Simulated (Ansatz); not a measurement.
# DyAu2 (I4/mmm, No. 139)

All values below come from LDA (plane waves, PAW; Ansatz, a quantum-chemistry and plane-wave program).

Numerical settings: plane-wave cutoff 520 eV, 22×22×22 k mesh, Fermi–Dirac smearing 0.05 eV, spin-polarised with parallel moments, scalar-relativistic PAW data made under PBE.

Cell: relaxed at this level.

```json
{
  "band_gap": "none",
  "lattice_parameter_a": "3.642 Å",
  "c axis length": "8.890 Å",
  "bulk_modulus": "115 GPa"
}
```

Note: the magnetic order was assumed, not searched for or taken from measurement; the 4f shell is treated without U or exact exchange, so its levels and filling can be wrong; the bulk modulus is −V dP/dV from two relaxed cells at ±2 % in volume.

Spin–orbit coupling is not included; it can shift volumes and moduli of such heavy elements.

It cost roughly 60 core-minutes of CPU time.
